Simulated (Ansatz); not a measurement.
Input and output of a relaxation of cell and atoms for NaGa (Cmcm, 4 atoms in the cell) (Ansatz, a quantum-chemistry and plane-wave program).

Level of theory: LDA (PW92), default PAW files made with PBE (plane waves; Ansatz).

The change in words: atoms on their sites; basis.ecutwfc: 420 eV → 250 eV; relax: default → cell and atoms. Reference geometry:
```
NaGa
1.0
    3.01918    -3.38665     0.00000
    3.01918     3.38665     0.00000
    0.00000     0.00000     4.88306
Na Ga
2 2
Cartesian
  3.01918  -0.91175   1.27076
  3.01918   0.91175   3.66229
  3.01918   2.80035   1.22076
  3.01918  -2.80035   3.66229
```

Reference input (self-consistent single point, DFT, LDA (PW92), plane waves, default PAW files made with PBE): basis.ecutwfc = 420 eV; kpoints.mp_grid.grid = 5 5 5; hamiltonian.xc = lda; hamiltonian.pseudopotentials = {kind: paw} (the program's default PAW files); scf.occupations.method = gaussian; scf.occupations.width = 0.1 eV. This run's input differs from it in these lines:

Ansatz 0.2 input:
```diff
@@ -6,3 +6,3 @@
   atoms:
-    - { symbol: Na, position_ang: [3.019180, -0.911754, 1.270762] }
+    - { symbol: Na, position_ang: [3.019180, -0.911754, 1.220764] }
     - { symbol: Na, position_ang: [3.019180, 0.911754, 3.662293] }
@@ -11,3 +11,3 @@
 basis:
-  ecutwfc: 420.0
+  ecutwfc: 250.0
 kpoints:
@@ -19,2 +19,4 @@
   occupations: { method: gaussian, width: 0.1 }
+relax:
+  cell: {}
 output:
```

Output (repeated stretches shortened):

```
   [... SCF lines of the steps left out ...]
relax step   1: F+E_penalty+E_count = -10343.39502989 eV  Δ(F+E_penalty+E_count) = +0.000e0 eV  max|allowed force component| = 2.217e-1 eV/Å  Δτ_max = 0.0000 Å  P = -2.083 GPa  Ω = 99.858 Å³  (8 SCF iters, dr2 threshold 1.00e-7 eV, accepted)
relax step   2: F+E_penalty+E_count = -10344.40557657 eV  Δ(F+E_penalty+E_count) = -1.011e0 eV  max|allowed force component| = 1.747e-1 eV/Å  Δτ_max = 0.0329 Å  P = +8.041 GPa  Ω = 95.361 Å³  energy of the carried Pulay correction = +1.080e0 eV  (7 [...]
   [... lines left out ...]
relax step 119: F+E_penalty+E_count = -10343.73296141 eV  Δ(F+E_penalty+E_count) = -9.682e-3 eV  max|allowed force component| = 6.388e-4 eV/Å  Δτ_max = 0.0003 Å  P = +0.036 GPa  Ω = 100.262 Å³  energy of the carried Pulay correction = -5.045e-3 eV  [...]
relax step 120: F+E_penalty+E_count = -10343.73379553 eV  Δ(F+E_penalty+E_count) = -8.341e-4 eV  max|allowed force component| = 9.037e-4 eV/Å  Δτ_max = 0.0000 Å  P = +0.094 GPa  Ω = 100.262 Å³  stress off target by 1.73e-1 GPa  SCF on the basis [...]
basis re-selected at this cell: Δ(F+E_penalty+E_count) = -8.341e-4 eV, ΔP = +0.058 GPa vs the last step
   [... lines left out ...]
Free energy (F): -10343.733796 eV
Fermi energy:    4.323228 eV
Error: variable-cell relaxation did not converge after 120 `relax_step` rows, as none of its last 36 fresh-basis SCF(s) at a relaxed cell met both thresholds with a finite energy. The last misses `relax.cell.stress_tol`: largest allowed force component 9.04e-4 eV/Å (`relax.f_tol` 1.00e-2 eV/Å), stress off the target on the free part of the cell 1.73e-1 GPa (`relax.cell.stress_tol` 5.00e-2 GPa), F+E_penalty+E_count -10343.73379553 eV. The closest is row 117, whose structure comes with this error. Larger ratio of force or stress to its threshold at each such SCF whose figures are numbers: 67.787, 67.320, 59.826, 50.611, 39.721, 33.592, 38.015, 42.414, 41.845, 40.131, 39.307, 36.573, [...]
   [... lines left out ...]
to start a new deck from the relaxed geometry:
  cell:  # Å, volume = 100.2399 Å³
    - [2.8100829187051337, -4.053552356397342, 8.378391131175574e-32]
    - [2.8100829187051337, 4.053552356397342, -5.7007819239760746e-33]
    - [6.314369655649932e-32, -6.451197890563696e-32, 4.400032285505419]
  atoms:
    - { symbol: Na, position: [0.6752485257257445, 0.32475147427425555, 0.25000000000000006] }
    - { symbol: Na, position: [0.32475147427425555, 0.6752485257257445, 0.75] }
    - { symbol: Ga, position: [0.05511342712359463, 0.9448865728764053, 0.25000000000000006] }
    - { symbol: Ga, position: [0.9448865728764053, 0.05511342712359463, 0.75] }
```

The relaxation ended unconverged. 

The starting cell comes from a database of computed structures (which also holds hypothetical and non-ambient phases and stackings), without a prior relaxation at this level. Its lattice was rescaled by up to half a per cent. The cutoff lies below the one recommended for these files.

Cost on one core of a shared machine: roughly 3 min.
